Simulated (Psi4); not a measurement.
Psi4 1.11, PBE0/def2-svpd: Al(H)(Et)(NH2) (C[CH2][AlH][NH2]), 12 atoms. The geometry is a generated start, not checked to be a minimum at this level.

```yaml
task: energy
method: pbe0
basis: def2-svpd
memory: 3 GB
maxiter: 100
keys_of_the_molecule_block: symmetry c1
scf_type: df (default)
diis_max_vecs: 10 (default)
e_convergence: 1e-06 (default)
d_convergence: 1e-06 (default)
dft_radial_points: 75 (default)
dft_spherical_points: 302 (default)
basis_functions: 148
grid_points: 259509
```

```xyz
12

Al    -0.8634     0.7463     0.5560
H     -2.3908     0.9170     0.4232
C      0.1756     0.2118    -1.0707
C      0.5601    -1.2796    -1.1065
H      1.1066     0.7975    -1.1448
H     -0.3826     0.4409    -1.9930
H     -0.3298    -1.9056    -1.1694
H      1.0992    -1.5622    -0.2005
H      1.1975    -1.5029    -1.9641
N     -0.1729     0.9980     2.1745
H     -0.4733     1.7281     2.8106
H      0.4737     0.4107     2.6847
```

With the defaults (diis = true, scf_initial_accelerator = adiis, damping_percentage = 0, diis_start = 1, guess = auto, which took SAD, level_shift = 0, level_shift_cutoff = 0.01) it converges in 9 SCF iterations. One run each on 2 threads, with these changes:
- diis = false, scf_initial_accelerator = none, damping_percentage = 60
- scf_initial_accelerator = none
- guess = sapgau
- guess = huckel
- level_shift = 0.5, level_shift_cutoff = 0.001
- diis_start = 4
- guess = gwh
- guess = core
- scf_initial_accelerator = ediis

**Question.** Which runs fail or end elsewhere than the default run?

**Answer.** No convergence: diis = false, scf_initial_accelerator = none, damping_percentage = 60 (the run ends without SCF convergence in 100 iterations). The rest reach the solution of the defaults.

| setting | SCF iterations | end |
|---|---|---|
| level_shift = 0.5, level_shift_cutoff = 0.001 | 8 | same solution |
| the defaults | 9 | same solution |
| guess = sapgau | 9 | same solution |
| scf_initial_accelerator = ediis | 9 | same solution |
| guess = huckel | 9 | same solution |
| scf_initial_accelerator = none | 9 | same solution |
| guess = gwh | 10 | same solution |
| guess = core | 13 | same solution |
| diis_start = 4 | 14 | same solution |
| diis = false, scf_initial_accelerator = none, damping_percentage = 60 | 100 | no convergence |
